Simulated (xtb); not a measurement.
xtb 6.7.1, GFN1-xTB: Co(Cl)(amdMe)(NH3)2 (CC1[N](C)[Co](<-[NH3])(<-[NH3])([Cl])<-[N]=1C), charge 0, multiplicity 4, 25 atoms. The geometry is a generated start, not checked to be a minimum at this level.

```yaml
method: GFN1-xTB
"--acc": 1 (default)
"--etemp (K)": 300 (default)
detailed input (--input): "none: ANC optimiser, Lindh (1995) Hessian, microcycle=20, maxdispl=1.0, hlow=0.01 (default)"
basis_functions: 82
valence_electrons: 67
```

```xyz
25

Co     0.3334     1.0781    -0.5354
Cl    -1.0608     2.6963    -0.8237
C     -1.3523    -1.9867     1.3524
C     -0.6709    -0.9030     0.5580
N      0.1945    -0.0510     1.1038
C      0.4865    -0.1109     2.5101
N     -0.8449    -0.7055    -0.7249
C     -1.8163    -1.4314    -1.4936
H     -1.7322    -2.7657     0.6977
H     -2.1853    -1.5635     1.9134
H     -0.6548    -2.4310     2.0594
H      1.1379     0.7203     2.7754
H     -0.4221    -0.0431     3.1215
H      1.0055    -1.0423     2.7729
H     -1.9600    -0.9152    -2.4411
H     -1.4686    -2.4505    -1.7111
H     -2.7896    -1.5016    -0.9921
N      1.9236     2.5724     0.1072
H      2.0719     2.4922     1.1064
H      1.4195     3.4382    -0.0656
H      2.8267     2.6212    -0.3482
N      1.3160     0.6389    -2.4887
H      1.5952    -0.3359    -2.5171
H      2.0941     1.2142    -2.7898
H      0.5529     0.7653    -3.1471
```

Charge 0 and multiplicity 4 are set for this test and not shown to be the ground state. GFN-xTB has no spin term: --uhf 3 sets the occupations alone.

The structure is relaxed from this start with --opt LEVEL for the levels crude, sloppy, loose, lax, normal, tight, vtight, extreme, once each. Up to the end of the extreme run atoms move by at most 1.2 Å along an axis.

Problem. Which level is enough to come within 20 meV of the tightest end point?

Solution. loose: 22 cycles against 57, ending 7.6 meV above.

```
level    cycles  energy above the extreme run (meV)  gradient norm (eV/Å)
-------  ------  ----------------------------------  --------------------
crude         4                                  59                  0.38
sloppy        9                                  35                  0.23
loose        22                                 7.6                 0.081
lax          27                                 4.0                 0.044
normal       41                                0.10                 0.047
tight        43                               0.051                 0.013
vtight       52                               0.011                0.0020
extreme      57                                   —               0.00091
```
